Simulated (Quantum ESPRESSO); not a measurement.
A user runs Quantum ESPRESSO on a (110) slab of ZnCu (cut from a parent of space group no. 221; 8 atoms in the cell) and asks whether the run is sound. The aim is a self-consistent single point with DFT, PBEsol, plane waves, PSlibrary ultrasoft (PBE) pseudopotentials.

Cell that was meant: a = 2.9086 Å, b = 4.1133 Å, c = 16.1955 Å, α = 90.00°, β = 90.00°, γ = 90.00°.

Part of the input:

```fortran
  ibrav = 0,
  nat = 8,
  ntyp = 2,
  ecutwfc = 15,
  ecutrho = 90,
  occupations = 'smearing',
  smearing = 'gaussian',
  degauss = 0.019992,
```

Output (repeated stretches shortened):

```
     file Zn.pbe-dn-rrkjus_psl.1.0.0.UPF: wavefunction(s)  3D renormalized
   [... lines left out ...]
        k(    2) = (   0.0000000   0.1414214   0.0000000), wk =   0.1142857
        k(    3) = (   0.0000000   0.2828428   0.0000000), wk =   0.1142857
   [... 9 lines left out ...]

     Dense  grid:    18931 G-vectors     FFT dimensions: (  18,  24,  96)

     Smooth grid:    10317 G-vectors     FFT dimensions: (  15,  20,  75)

     Initial potential from superposition of free atoms

     starting charge      91.9848, renormalised to      92.0000

     negative rho (up, down):  1.198E-03 0.000E+00
     Self-consistent Calculation

     iteration #  1     ecut=    15.00 Ry     beta= 0.50

     negative rho (up, down):  2.484E-02 0.000E+00

     total energy              =   -1032.47195017 Ry
     estimated scf accuracy    <      48.24529975 Ry

     iteration #  2     ecut=    15.00 Ry     beta= 0.50

     negative rho (up, down):  1.989E-02 0.000E+00

     total energy              =   -1033.34047737 Ry
     estimated scf accuracy    <       6.71616893 Ry

     iteration #  3     ecut=    15.00 Ry     beta= 0.50

     negative rho (up, down):  1.003E-02 0.000E+00

     total energy              =   -1034.01464202 Ry
     estimated scf accuracy    <       0.51898343 Ry

   [... 11 blocks of this kind left out ...]

     iteration # 15     ecut=    15.00 Ry     beta= 0.50

     negative rho (up, down):  1.153E-04 0.000E+00

     total energy              =   -1034.14570502 Ry
     estimated scf accuracy    <          3.7E-10 Ry

     iteration # 16     ecut=    15.00 Ry     beta= 0.50

     negative rho (up, down):  1.153E-04 0.000E+00
     End of self-consistent calculation

     the Fermi energy is     3.3043 ev

!    total energy              =   -1034.14570502 Ry
     estimated scf accuracy    <          6.7E-11 Ry
     smearing contrib. (-TS)   =      -0.00552135 Ry
     internal energy E=F+TS    =   -1034.14018367 Ry

     convergence has been achieved in  16 iterations

     negative rho (up, down):  1.153E-04 0.000E+00

     Forces acting on atoms (cartesian axes, Ry/au):

     atom    1 type  1   force =     0.00000000    0.00000000    0.06115801
     atom    2 type  1   force =     0.00000000    0.00000000   -0.00233423
     atom    3 type  1   force =     0.00000000    0.00000000    0.00233423
     atom    4 type  1   force =     0.00000000    0.00000000   -0.06115801
   [... lines left out ...]
     Total force =     0.113981     Total SCF correction =     0.000037
   [... lines left out ...]

     negative rho (up, down):  1.153E-04 0.000E+00
          total   stress  (Ry/bohr**3)                   (kbar)     P=   -14721.17
  -0.10013295   0.00000000   0.00000000       -14730.06        0.00        0.00
   0.00000000  -0.10004349   0.00000000            0.00   -14716.90        0.00
   0.00000000   0.00000000  -0.10004109            0.00        0.00   -14716.55

   JOB DONE.
```

**Question.** Is anything amiss in this input, and did it matter?

**Answer.** The run is not sound. The fault is a basis or grid far too coarse for these potentials. Far below the cutoff that the potentials were made for, the basis cannot represent the orbitals near the nuclei, and energies, forces and above all the stress go wrong. To fix it, restore the cutoff that the potentials need and check convergence. The run converged in 16 iterations without an error; against the sound input the free energy goes up by 79.0 eV/atom and the largest force goes from 0.291 to 1.572 eV/Å.

The sound input it was made from differs as follows (other fixes are possible):
```diff
-  ecutwfc = 15,
-  ecutrho = 90,
+  ecutwfc = 50,
+  ecutrho = 300,
```

With that input, the run converged in 16 iterations: free energy E − TS -14702.0681 eV; Fermi level (on the code's own zero) 4.36 eV; pressure averaged over the cell with its vacuum -3.46 GPa; largest force (vector length) 0.291 eV/Å (DFT, PBEsol, plane waves, PSlibrary ultrasoft (PBE) pseudopotentials).

On the sound input: the starting cell comes from a database of computed structures (which also holds hypothetical and non-ambient phases and stackings), without a prior relaxation at this level. The slab is cut from that crystal, and its faces are unrelaxed. Its lattice was rescaled in the plane by a random factor within 2.5 % of one. Spin polarisation is off.
